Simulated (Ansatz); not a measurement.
# A computed series for C: pressure series

Start from C in the graphite type structure (space group P6_3/mmc, No. 194; layered, stacked along the Cartesian z axis).

```xyz
4
Lattice="2.4650 0.0000 0.0000 -1.2325 2.1347 0.0000 0.0000 0.0000 6.7289" Properties=species:S:1:pos:R:3 pbc="T T T"
C      0.0000     0.0000     1.6822
C      0.0000     0.0000     5.0466
C      0.0000     1.4232     1.6822
C      1.2325     0.7116     5.0466
```

Cell and atoms are relaxed at each pressure.

Level of theory: DFT with PBE-D3(BJ), PAW potentials and a 420 eV plane-wave cutoff in Ansatz (a first-principles code), no SOC, earlier PAW set.

Notes on the quantities. enthalpy: H = E + PV relative to the base's energy.

| case | volume per atom | c/a ratio | enthalpy |
|---|---|---|---|
| base | 8.85 Å³ | 2.730 | – |
| pressure −1 GPa | … | … | -0.06 eV/atom |
| pressure 0.3 GPa | 8.78 Å³ | 2.709 | +0.02 eV/atom |
| pressure 0.7 GPa | 8.68 Å³ | 2.682 | +0.04 eV/atom |
| pressure 1.5 GPa | 8.53 Å³ | 2.638 | +0.08 eV/atom |
| pressure 3 GPa | 8.29 Å³ | 2.575 | +0.16 eV/atom |
| pressure 5 GPa | 8.06 Å³ | 2.513 | +0.26 eV/atom |
| pressure 7.5 GPa | 7.83 Å³ | 2.454 | +0.39 eV/atom |
| pressure 10 GPa | 7.65 Å³ | 2.407 | +0.51 eV/atom |

Task: Complete the table.

Result: 
- pressure −1 GPa, volume per atom: 9.21 Å³
- pressure −1 GPa, c/a ratio: 2.833

The mesh was chosen for an insulator and is coarse for the gapless case. Load acts through the strain it causes; cell and atoms are relaxed under it. Whether these cells are dynamically stable was not tested. No other phases were tried under pressure.
